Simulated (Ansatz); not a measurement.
## Evanescent states of BN (P6_3mc, wurtzite, 4 atoms a cell, 6.0 Å³ an atom, -5 GPa at this level) along the normal of (001)

Level of theory: r2SCAN (plane waves, PAW; Ansatz, an electronic-structure program).

The gap is the functional's own. No spin-orbit coupling. Mid-gap values are those at the computed energy nearest the middle.

Energies count from the valence-band top; κ is the least over a 18×18 mesh across the current.

```tsv
E (eV)	κ (1/Å)	where
0.13	0.154	Γ
0.39	0.195	Γ
0.65	0.226	Γ
0.91	0.253	Γ
1.17	0.275	Γ
1.43	0.295	Γ
1.69	…	Γ
1.95	…	Γ
2.21	…	Γ
2.47	…	Γ
2.73	…	Γ
2.99	…	Γ
3.25	…	Γ
3.51	…	Γ
3.77	…	off Γ
4.03	…	off Γ
4.29	…	off Γ
4.55	0.295	off Γ
4.81	0.263	off Γ
5.07	0.226	off Γ
5.33	0.180	off Γ
5.59	0.113	off Γ
```

Problem. What belongs in the gaps?

Solution. 
- 1.69, κ (1/Å): 0.312
- 1.95, κ (1/Å): 0.327
- 2.21, κ (1/Å): 0.340
- 2.47, κ (1/Å): 0.352
- 2.73, κ (1/Å): 0.362
- 2.99, κ (1/Å): 0.371
- 3.25, κ (1/Å): 0.379
- 3.51, κ (1/Å): 0.386
- 3.77, κ (1/Å): 0.368
- 4.03, κ (1/Å): 0.346
- 4.29, κ (1/Å): 0.322
